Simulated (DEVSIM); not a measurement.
Structure: Mo/SiO2/n-GaAs capacitor, at 400 K.

| layer (left to right) | material | thickness (nm) | Nd (cm⁻³) |
|---|---|---|---|
| 1 | SiO2 | 1.60 | - |
| 2 | GaAs | 2600 | 6.3e16 |

Metal gate on the left, work function 4.6 eV. Fixed charge at the semiconductor interface 2.8e10 cm⁻² (in units of +e); no interface traps.

This is a model device: material constants are rounded textbook-type values typed into the input, and sizes, dopings and lifetimes were drawn at random. Values at 300 K; Nc and Nv go as T^1.5, mobilities as T to minus their exponent, the gap by Varshni's rule with the affinity fixed.

| parameter | SiO2 | GaAs |
|---|---|---|
| gap (eV) | 9 | 1.424 |
| affinity (eV) | 0.9 | 4.07 |
| permittivity | 3.9 | 12.9 |
| Nc (cm⁻³) | - | 4.7e17 |
| Nv (cm⁻³) | - | 9e18 |
| Varshni α (eV/K) | - | 0.000541 |
| Varshni β (K) | - | 204 |

Simulated with DEVSIM: 1D Poisson equation in equilibrium, Boltzmann statistics, complete ionisation; no quantum confinement or tunnelling. Metal contacts follow the ideal Schottky-Mott rule: no Fermi-level pinning, no interface dipoles.

Base results: flat-band voltage (V) 0.44; capacitance of the dielectric stack (μF/cm²) 2.16; minimum of the low-frequency capacitance (μF/cm²) 0.0771; threshold voltage (band bending 2φF) (V) -0.74.

Q: What follows from this one change: interface trap density 0 → 3e+11 cm^-2 eV^-1?

A: flat-band voltage 0.44 → 0.46 V; capacitance of the dielectric stack little changed (2.16 μF/cm²); minimum of the low-frequency capacitance 0.0771 → 0.121 μF/cm²; threshold voltage (band bending 2φF) -0.74 → -0.75 V.

Q: What follows from this one change: fixed charge 2.8e+10 → 6.028e+12 cm^-2?

A: flat-band voltage 0.44 → 0.00 V; capacitance of the dielectric stack little changed (2.16 μF/cm²); minimum of the low-frequency capacitance little changed (0.0777 μF/cm²); threshold voltage (band bending 2φF) -0.74 → -1.18 V.

Q: What follows from this one change: substrate doping 6.3e+16 → 1.3e+16 cm^-3?

A: flat-band voltage 0.44 → 0.39 V; capacitance of the dielectric stack little changed (2.16 μF/cm²); minimum of the low-frequency capacitance 0.0771 → 0.0380 μF/cm²; threshold voltage (band bending 2φF) -0.74 → -0.64 V.

Q: What follows from this one change: gate work function 4.6 → 4.3 eV?

A: flat-band voltage 0.44 → 0.14 V; capacitance of the dielectric stack little changed (2.16 μF/cm²); minimum of the low-frequency capacitance little changed (0.0771 μF/cm²); threshold voltage (band bending 2φF) -0.74 → -1.04 V.

Q: What follows from this one change: SiO2 thickness 0.0016 → 0.0014 μm?

A: flat-band voltage little changed (0.44 V); capacitance of the dielectric stack 2.16 → 2.47 μF/cm²; minimum of the low-frequency capacitance little changed (0.0776 μF/cm²); threshold voltage (band bending 2φF) little changed (-0.73 V).
